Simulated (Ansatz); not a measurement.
# Fermi-surface data of Al (I4/mmm)

Consider the following.

```yaml
crystal:
  lattice:
    - [0.00000, 2.03951, 2.00937]
    - [2.03951, 0.00000, 2.00937]
    - [2.03951, 2.03951, 0.00000]
  atoms:
    - { symbol: Al, position: [0.00000, 0.00000, 0.00000] }
```

Level of theory: PBEsol, rigid bands (plane waves, PAW, scalar-relativistic; Ansatz, a first-principles code). Condition of this run: biaxial strain xx = yy = +1.5 %, z clamped. Geometry: cell and atoms relaxed with PBEsol, then loaded as said.

density of states at the Fermi level: 0.411 states/(eV·cell), both spins
bare Sommerfeld coefficient: 0.97 mJ/(mol of atoms·K²)
Drude plasma energy: 12.5 eV
root-mean-square Fermi velocity: 1.6e6 m/s
resistivity times τ: 3.1 (x), 3.1 (y), 3.2 (z) ×10⁻²² Ω·m·s

A metal at this level (no band gap); rigid bands, thermally averaged at 300 K, both spins. Spin-orbit coupling is left out. τ is one relaxation time for all states.
